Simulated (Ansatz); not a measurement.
The reference is SiC (space group P6_3mc, No. 186).

```yaml
crystal:
  lattice:
    - [3.07807, 0.00000, 0.00000]
    - [-1.53903, 2.66569, 0.00000]
    - [0.00000, 0.00000, 10.07616]
  atoms:
    - { symbol: Si, position: [0.00000, 0.00000, 0.00032] }
    - { symbol: Si, position: [0.00000, 0.00000, 0.50032] }
    - { symbol: Si, position: [0.66667, 0.33333, 0.75024] }
    - { symbol: Si, position: [0.33333, 0.66667, 0.25024] }
    - { symbol: C, position: [0.00000, 0.00000, 0.81286] }
    - { symbol: C, position: [0.00000, 0.00000, 0.31286] }
    - { symbol: C, position: [0.66667, 0.33333, 0.56221] }
    - { symbol: C, position: [0.33333, 0.66667, 0.06221] }
```

Computed with plane-wave PAW DFT at the PBEsol level (Ansatz, a quantum-chemistry and plane-wave program, 420 eV), no spin-orbit coupling.

For the base:

| Item | Value |
|---|---|
| Lattice parameter a | 3.078 Å |
| Valence-band top at Γ | 0.00, 0.00, -0.05 eV |

The change: cell and atoms relaxed at a pressure of 75 GPa.

Task: How does this affect the valley order?

Result: The valley order (the lowest conduction-band minima on the path, energy above the VBM, named in the base's zone) amounts to M (1/2, 0, 0) 2.14 eV; H (1/3, 1/3, 1/2) 3.17 eV.

Task: Predict the new lattice parameter a.

Result: The lattice parameter a decreases by 0.218 Å (3.078 Å → 2.860 Å).

Task: How does this affect the valence-band top at Γ?

Result: The valence-band top at Γ (three highest levels, from the VBM) changes from 0.00, 0.00, -0.05 eV to 0.00, 0.00, -0.03 eV.

The levels and masses belong to the bands next to the band gap. Load acts through the strain it causes; cell and atoms are relaxed under it. No phonon test of stability was made. Competing high-pressure phases were not computed.
